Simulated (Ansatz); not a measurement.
## WOs3 (model structure, started from the A15 type, Pm-3n, No. 223, 8 atoms in the cell)

Calculation: r²SCAN (PAW; Ansatz, an electronic-structure program).

Run with plane-wave cutoff 560 eV, 12×12×12 k mesh, Fermi–Dirac smearing 0.05 eV, no spin polarisation, scalar-relativistic PAW data made under PBE.

Cell (relaxed at this level):

```
CELL_PARAMETERS angstrom
      4.92189     0.00000     0.00000
      0.00000     4.92189     0.00000
      0.00000     0.00000     4.92189
ATOMIC_POSITIONS crystal
  Os 0.25000 0.00000 0.50000
  Os 0.75000 0.00000 0.50000
  Os 0.00000 0.50000 0.25000
  Os 0.00000 0.50000 0.75000
  Os 0.50000 0.25000 0.00000
  Os 0.50000 0.75000 0.00000
  W  0.00000 0.00000 0.00000
  W  0.50000 0.50000 0.50000
```

| Property | Value |
|---|---|
| bulk modulus B0 | 366 GPa |

Note: the run has no spin polarisation, so it can have missed a magnetic state; the bulk modulus is −V dP/dV from two relaxed cells at ±2 % in volume; the relaxation could raise the start's symmetry but not lower it, so the cell can be a saddle point.

Spin–orbit coupling is not included.

Computed values are for the static lattice.

A model structure was made by putting elements into a prototype or built by hand; it is no filed structure, need not be a known phase, and can be a saddle point held by its symmetry.
